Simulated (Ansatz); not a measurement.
**Effective masses and thermopower of GeS (Pnma)**

Given:

```xyz
8
Lattice="10.0992 0.0000 0.0000 0.0000 3.6448 0.0000 0.0000 0.0000 4.0174" Properties=species:S:1:pos:R:3 pbc="T T T"
Ge     8.9209     0.9112     1.5613
Ge     1.1782     2.7336     2.4561
Ge     6.2278     2.7336     3.5700
Ge     3.8713     0.9112     0.4474
S      6.5207     0.9112     1.9751
S      3.5784     2.7336     2.0422
S      8.6280     2.7336    -0.0335
S      1.4712     0.9112     4.0509
```

Calculation: PBEsol+D3BJ, rigid bands (plane waves, PAW, scalar-relativistic; Ansatz, an electronic-structure program). How the cell was made: cell and atoms relaxed with PBEsol+d3bj.

```yaml
band_gap: 0.54 eV
electron conductivity mass (300 K, dilute): 0.064 (x), 0.94 (y), 2.4 (z) mₑ
effective density of states N_c (300 K): 1.5e19 cm⁻³
density_of_states_mass_electrons: 0.71 mₑ
Seebeck coefficient, n-type 1e19 cm⁻³, 300 K: -237 μV/K
best n-type power factor at 300 K for τ = 10 fs (best axis; densities from 1e16 to 1e21 cm⁻³ tried, whether or not they can be reached): 25 μW/(cm·K²) at 3e19 cm⁻³
```

Rigid bands; masses and Seebeck coefficients take one relaxation time τ for all states and one kind of carrier; polarons and phonon drag are left out. Spin-orbit coupling is left out. Geometry: cell and atoms relaxed with PBEsol+D3(BJ).
